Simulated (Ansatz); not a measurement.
HfSi2: response to strain

Consider HfSi$_{2}$ (space group Cmcm, No. 63).

```
HfSi2
1.0
    1.82513    -7.17483     0.00000
    1.82513     7.17483     0.00000
    0.00000     0.00000     3.63523
Si Hf
4 2
Direct
  0.94476   0.05524   0.75000
  0.05524   0.94476   0.25000
  0.24986   0.75014   0.75000
  0.75014   0.24986   0.25000
  0.60474   0.39526   0.75000
  0.39526   0.60474   0.25000
```

Cartesian axes are those of the cell as printed.

Strains are applied to the cell and any free atomic positions relax; under biaxial strain the out-of-plane vector relaxes too.

The values are results of PBEsol (Ansatz, a first-principles code; PAW; 420 eV plane waves; spin-orbit coupling left out), not measurements.

Notes on the quantities. energy relative to the base: free energy F; pressure: mean of the normal stresses, compression positive.

| change | energy relative to the base | shortest interatomic distance | pressure |
|---|---|---|---|
| base | 0 meV/atom | 2.412 Å | 0.0 GPa |
| biaxial strain −3.92 %, plane normal [001], relaxed out of plane | +41 meV/atom | 2.431 Å | 7.3 GPa |
| biaxial strain −3.18 %, plane normal [001], relaxed out of plane | (withheld) | 2.425 Å | 5.9 GPa |
| biaxial strain +4.68 %, plane normal [001], relaxed out of plane | +49 meV/atom | 2.414 Å | -6.5 GPa |
| isotropic strain +4.33 % | +103 meV/atom | 2.482 Å | -13.8 GPa |
| uniaxial strain ε_xx = +0.65 % | +0.5 meV/atom | (withheld) | -0.9 GPa |
| uniaxial strain ε_yy = +3.10 % | +8.7 meV/atom | 2.416 Å | -3.4 GPa |
| uniaxial strain ε_zz = −4.46 % | +31 meV/atom | 2.364 Å | 8.2 GPa |
| uniaxial strain ε_zz = +1.77 % | +4.4 meV/atom | 2.432 Å | -2.7 GPa |
| tensor shear ε_xz = +2.42 % | +16 meV/atom | 2.408 Å | 0.6 GPa |

Question: Complete the table.

Answer: 
- biaxial strain −3.18 %, plane normal [001], relaxed out of plane, energy relative to the base: +27 meV/atom
- uniaxial strain ε_xx = +0.65 %, shortest interatomic distance: 2.415 Å

Without a gap, meshes like the base's 13×13×13 leave anisotropic stresses uncertain by several tenths of a GPa, and small strain energies with them. No phonon test of stability was made. The final runs are not spin-polarised.
